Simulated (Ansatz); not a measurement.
The starting structures come from a database of crystals and need not be the phases stable at ambient conditions.

By PBEsol, the system below comes out a metal.

Data:

```
NbSi2
1.0
    4.80621     0.00000     0.00000
   -2.40310     4.16230     0.00000
    0.00000     0.00000     6.58636
Nb Si
3 6
Direct
  0.50000   0.50000   0.16667
  0.00000   0.50000   0.50000
  0.50000   0.00000   0.83333
  0.31631   0.15815   0.50000
  0.15815   0.31631   0.83333
  0.84185   0.15815   0.16667
  0.68369   0.84184   0.50000
  0.84185   0.68369   0.83333
  0.15815   0.84184   0.16667
```

Space group of this cell: P6_222. The cell is taken as given; by PBEsol its mean pressure is -3.1 GPa.

The current flows along the normal of the first two printed cell vectors, the (001) plane of the conventional cell. No spin-orbit coupling; the value is a mean over 0.1 eV about the Fermi level.

Question: State the ballistic conductance per area according to PBEsol (Ansatz, an electronic-structure program).

Answer: 0.36 × 10¹⁵ S/m² for both spins.
